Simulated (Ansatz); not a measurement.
For SiSn (model structure, started from the litharge type, P4/nmm, No. 129, 4 atoms in the cell), PBE in Ansatz (plane waves, PAW) gives:

| Quantity | Result |
|---|---|
| lattice constant a | 3.475 Å |
| c axis length | 7.539 Å |
| formation enthalpy | 0.244 eV/atom |

Task: What does PBE-D3(BJ) (PAW; Ansatz, a first-principles code) give for the same quantities?

Result: 
- lattice constant a: 3.427 Å (falls by 1.4 %)
- lattice parameter c: 7.411 Å (decreases by 1.7 %)
- formation enthalpy: 0.217 eV/atom (shrinks by 0.027 eV/atom)

Changes are worked out from the printed values.

Unless a cell is named, each level is at its own relaxed cell (PBE 22.76, PBE-D3(BJ) 21.76 Å³/atom).

Levels without +SOC leave out spin–orbit coupling, which shifts energies and cells of such heavy elements.

Caveats: a distance lies near a switch of the dispersion term, which can move the cell (PBE-D3(BJ)). Ansatz's density-functional and Hartree–Fock values are scalar-relativistic unless marked +SOC, with PAW data made under PBE.

A model structure was made by putting elements into a prototype or built by hand; it is no filed structure, need not be a known phase, and can be a saddle point held by its symmetry.
